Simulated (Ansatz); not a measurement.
The starting structures come from a database of crystals and need not be the phases stable at ambient conditions.

The decay constant κ of evanescent states in the gap governs leakage through a thin film.

Data:

```xyz
12
Lattice="5.6306 0.0000 0.0000 0.0000 5.6306 0.0000 0.0000 0.0000 5.6306" Properties=species:S:1:pos:R:3 pbc="T T T"
Ru     0.0000     2.8153     2.8153
Ru     2.8153     2.8153     0.0000
Ru     2.8153     0.0000     2.8153
Ru     0.0000     0.0000     0.0000
S      3.4448     5.0011     5.0011
S      2.1858     0.6295     0.6295
S      5.0011     0.6295     2.1858
S      0.6295     5.0011     3.4448
S      0.6295     3.4448     0.6295
S      5.0011     2.1858     5.0011
S      2.1858     2.1858     3.4448
S      3.4448     3.4448     2.1858
```

Space group of this cell: Pa-3. The cell is taken as given.

Transport runs along the normal of the first two printed cell vectors, the (001) plane of the conventional cell.

The gap is the functional's own. No spin-orbit coupling. Mid-gap values are interpolated on the energy grid.

State the band gap and the smallest decay constant κ at mid-gap according to r2SCAN (Ansatz, a quantum-chemistry and plane-wave program).

Gap 0.94 eV on a 6×6×6 mesh; κ = 0.197 1/Å, at the zone centre.
